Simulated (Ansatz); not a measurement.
The parent structure is Ir in the fcc (Cu type) structure (space group Fm-3m, No. 225; a = 3.8450 Å; relaxed with 0.1 eV smearing). Axes: x, y, z lie along the cube axes.

Level of theory: DFT with r2SCAN, PAW potentials and a 500 eV plane-wave cutoff in Ansatz (a quantum-chemistry and plane-wave program), without spin-orbit coupling.

The change: a pure shear with ε_xy = ε_yx = 0.0114; the atoms relax in the strained cell.

Task: Predict the stress tensor and what it implies for the stiffness.

Result: Stress of the strained cell less that of the base (GPa, compression positive):
```
    0.4    -6.3     0.0
   -6.3     0.4     0.0
    0.0     0.0     0.0
```

Then −Δσ/γ with γ = 2ε = 0.0228 gives relaxed-ion elastic constants: C66 ≈ 278 GPa.

As a check, the harmonic strain energy −½ V₀ Δσ:ε is 6.4 meV/atom; the computed energy rise is 6.4 meV/atom.

Whether these cells are dynamically stable was not tested. The final runs are not spin-polarised.
